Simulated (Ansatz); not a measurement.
**A computed series for GaN: response to strain**

Consider GaN in the wurtzite structure (space group P6_3mc, No. 186; a = 3.1518 Å, c = 5.1383 Å). Axes: x lies along a and z along c of the hexagonal cell.

Strains are applied to the cell and any free atomic positions relax; under biaxial strain the out-of-plane vector relaxes too.

All numbers come from LDA/PAW in Ansatz (an electronic-structure program), no spin-orbit coupling.

| biaxial strain, plane normal [001], relaxed out of plane (%) | out-of-plane strain (%) |
|---|---|
| -3 | 1.50 |
| -2.4 | 1.20 |
| -1.8 | ? |
| -1.2 | 0.59 |
| -0.6 | 0.30 |
| 0 | 0.00 |

Task: Fit ε⊥ = −νε + γε² (strains in %) to the rows shown and predict the withheld row.

Result: Least squares on the printed values gives ν = 0.49 (the biaxial Poisson response) and γ = 0.003 (largest residual 0.00 %); this predicts 0.89 %, and the run gives 0.89 %, in agreement.

Stability against distortions was not tested.
